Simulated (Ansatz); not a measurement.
The starting structures come from a database of crystals and need not be the phases stable at ambient conditions.

Inside the gap of an insulator the Bloch states are evanescent, with a wavenumber k + iκ along the transport direction.

Given:

```yaml
crystal:
  lattice:
    - [4.25822, 0.00000, 0.00000]
    - [-2.12911, 3.68772, 0.00000]
    - [2.12911, -1.22924, 3.40865]
  atoms:
    - { symbol: In, position: [0.00000, 0.00000, 0.00000] }
    - { symbol: P, position: [0.25000, 0.75000, 0.25000] }
```

The cell is strained (lengths across the current scaled by 1.02, ions clamped); by r2SCAN it stands under a pressure of -2.3 GPa.

Transport runs along the normal of the first two printed cell vectors, the (111) (indices of the unstrained crystal) plane of the conventional cell.

No gap correction and no spin-orbit coupling; mid-gap is the computed energy nearest the middle.

**Question.** Estimate the band gap and the smallest decay constant κ at mid-gap that r2SCAN (Ansatz, a quantum-chemistry and plane-wave program) returns for this system.

**Answer.** Gap 0.77 eV on a 10×10×10 mesh; κ = 0.054 1/Å, at the zone centre.
